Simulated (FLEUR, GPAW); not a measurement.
A GPAW input for a self-consistent single point of Pt₃Ti (Pm-3m, 4 atoms in the cell) (DFT LDA (Perdew-Wang 92), plane waves, GPAW PAW datasets LDA (gpaw-data 1.0.1)):

```python
from ase import Atoms
from ase.units import GPa
from gpaw import GPAW, PW, FermiDirac

atoms = Atoms(['Ti', 'Pt', 'Pt', 'Pt'],
              cell=[[3.920000, 0.000000, 0.000000],
                    [0.000000, 3.920000, 0.000000],
                    [0.000000, 0.000000, 3.920000]],
              scaled_positions=[[0.000000, 0.000000, 0.000000],
                                [0.000000, 0.500000, 0.500000],
                                [0.500000, 0.000000, 0.500000],
                                [0.500000, 0.500000, 0.000000]],
              pbc=True)

calc = GPAW(mode=PW(850),
            xc='LDA',
            kpts={'size': (6, 6, 6), 'gamma': True},
            occupations=FermiDirac(0.1),
            nbands=-12,
            convergence={'density': 1e-05},
            symmetry={'symmorphic': False, 'tolerance': 0.0005},
            maxiter=150,
            txt='-')

atoms.calc = calc

energy = atoms.get_potential_energy()
print('Energy (eV):', round(energy, 6))
forces = atoms.get_forces()
print('Forces (eV/Ang):')
print(forces.round(5))
stress = atoms.get_stress()
print('Stress (GPa, Voigt):', (stress / GPa).round(4))
```

Translate this input to FLEUR.

One input that does it (others would too):

Input of the input generator:

```
Pt3Ti crystal
&input film=f /
1.0000000000 0.0000000000 0.0000000000
0.0000000000 1.0000000000 0.0000000000
0.0000000000 0.0000000000 1.0000000000
7.4077264085
1.0 1.0 1.0

4
22 0.0000000000 0.0000000000 0.0000000000
78 0.0000000000 0.5000000000 0.5000000000
78 0.5000000000 0.0000000000 0.5000000000
78 0.5000000000 0.5000000000 0.0000000000

&comp jspins=1 /
&exco xctyp='pz' /
&kpt div1=6 div2=6 div3=6 gamma=t /
&end /
```

```xml
<?xml version="1.0" encoding="UTF-8" standalone="no"?>
<fleurInput fleurInputVersion="0.39">
   <comment>
      Pt3Ti crystal                                                                                       
   </comment>
   <calculationSetup>
      <cutoffs Kmax="4.1" Gmax="12.3" GmaxXC="12.3" numbands="0"/>
      <scfLoop itmax="60" minDistance="0.00001" maxIterBroyd="25" imix="Anderson" alpha="0.05" precondParam="0.0" spinf="2.0"/>
      <coreElectrons ctail="T" frcor="F" kcrel="0" coretail_lmax="0"/>
      <xcFunctional name="pz" relativisticCorrections="F"/>
      <magnetism jspins="1"/>
      <soc l_soc="F" theta="0.0" phi="0.0" spav="F"/>
      <expertModes spex="0" secvar="F"/>
      <geometryOptimization l_f="T" forcealpha="1.0" forcemix="BFGS" epsdisp="0.00001" epsforce="0.00001"/>
      <ldaU l_linMix="F" mixParam="0.05" spinf="1.0"/>
   </calculationSetup>
   <cell>
      <bzIntegration valenceElectrons="60.0" mode="hist" fermiSmearingEnergy="0.00367493">
         <kPointListSelection listName="default-1"/>
         <!-- k-points included here -->
         <xi:include xmlns:xi="http://www.w3.org/2001/XInclude" href="kpts.xml"> </xi:include>
      </bzIntegration>
      <!-- symmetry operations included here -->
      <xi:include xmlns:xi="http://www.w3.org/2001/XInclude" href="sym.xml"> </xi:include>
      <bulkLattice scale="1.0">
         <bravaisMatrix>
            <row-1>    7.4077264085000003     0.0000000000000000     0.0000000000000000</row-1>
            <row-2>    0.0000000000000000     7.4077264085000003     0.0000000000000000</row-2>
            <row-3>    0.0000000000000000     0.0000000000000000     7.4077264085000003</row-3>
         </bravaisMatrix>
      </bulkLattice>
   </cell>
   <atomSpecies>
      <species name="Titanium (Ti)" element="Ti" atomicNumber="22">
         <mtSphere radius="2.44" gridPoints="843" logIncrement="0.014"/>
         <atomicCutoffs lmax="10" lnonsphr="8"/>
         <electronConfig flipSpins="F">
            <coreConfig>(1s1/2) (2s1/2) (2p1/2) (2p3/2)</coreConfig>
            <valenceConfig>(3s1/2) (3p1/2) (3p3/2) (4s1/2) (3d3/2) (3d5/2)</valenceConfig>
            <stateOccupation state="(3d3/2)" spinUp="0.4" spinDown="0.4"/>
            <stateOccupation state="(3d5/2)" spinUp="0.6" spinDown="0.6"/>
         </electronConfig>
         <energyParameters s="4" p="4" d="3" f="4"/>
         <lo type="SCLO" l="0" n="3" eDeriv="0"/>
         <lo type="SCLO" l="1" n="3" eDeriv="0"/>
      </species>
      <species name="Platinum (Pt)" element="Pt" atomicNumber="78">
         <mtSphere radius="2.44" gridPoints="843" logIncrement="0.016"/>
         <atomicCutoffs lmax="10" lnonsphr="8"/>
         <electronConfig flipSpins="F">
            <coreConfig>(1s1/2) (2s1/2) (2p1/2) (2p3/2) (3s1/2) (3p1/2) (3p3/2) (4s1/2) (3d3/2) (3d5/2) (4p1/2) (4p3/2) (5s1/2) (4d3/2) (4d5/2) (4f5/2) (4f7/2)</coreConfig>
            <valenceConfig>(5p1/2) (5p3/2) (6s1/2) (5d3/2) (5d5/2)</valenceConfig>
            <stateOccupation state="(6s1/2)" spinUp="0.5" spinDown="0.5"/>
            <stateOccupation state="(5d3/2)" spinUp="1.8" spinDown="1.8"/>
            <stateOccupation state="(5d5/2)" spinUp="2.7" spinDown="2.7"/>
         </electronConfig>
         <energyParameters s="6" p="6" d="5" f="5"/>
         <lo type="SCLO" l="1" n="5" eDeriv="0"/>
      </species>
   </atomSpecies>
   <atomGroups>
      <atomGroup species="Titanium (Ti)">
         <relPos label="                   1">.0000000000 .0000000000 .0000000000</relPos>
         <force calculate="T" relaxXYZ="TTT"/>
      </atomGroup>
      <atomGroup species="Platinum (Pt)">
         <relPos label="                   2">.0000000000 1.000/2.000 1.000/2.000</relPos>
         <relPos label="                   3">1.000/2.000 .0000000000 1.000/2.000</relPos>
         <relPos label="                   4">1.000/2.000 1.000/2.000 .0000000000</relPos>
         <force calculate="T" relaxXYZ="TTT"/>
      </atomGroup>
   </atomGroups>
   <output dos="F" band="F" slice="F">
      <checks vchk="F" cdinf="F"/>
      <bandDOS minEnergy="-.5*Htr" maxEnergy="0.5*Htr" sigma="0.015" storeEVData="T"/>
      <vacuumDOS vacdos="F" integ="F" star="F" nstars="0" locx1="0.0" locy1="0.0" locx2="0.0" locy2="0.0" nstm="0" tworkf="0.0"/>
      <unfoldingBand unfoldBand="F" supercellX="1" supercellY="1" supercellZ="1"/>
      <plotting iplot="0" polar="F">
         <plot TwoD="T" vec1="  1.0  0.0  0.0" vec2="  0.0  1.0  0.0" vec3="  0.0  0.0  1.0" zero="  0.0  0.0  0.0" file="plot"/>
      </plotting>
      <chargeDensitySlicing numkpt="0" minEigenval="0.0" maxEigenval="0.0" nnne="0" pallst="F"/>
      <specialOutput eonly="F"/>
      <magneticCircularDichroism mcd="F" energyLo="-10.0" energyUp="0.0"/>
   </output>
  <!-- We include the file relax.xml here to enable relaxations (see documentation) -->
  <xi:include xmlns:xi="http://www.w3.org/2001/XInclude" href="relax.xml"> <xi:fallback/> </xi:include>
</fleurInput>
```

Basis, cutoffs, solver keys and any potentials are the target program's own. This input uses DFT, LDA (Perdew-Zunger), all-electron FLAPW (FLEUR), scalar-relativistic valence. LDA parametrisations can differ slightly between programs.

The starting cell has typed, rounded lattice constants, without a prior relaxation at this level.
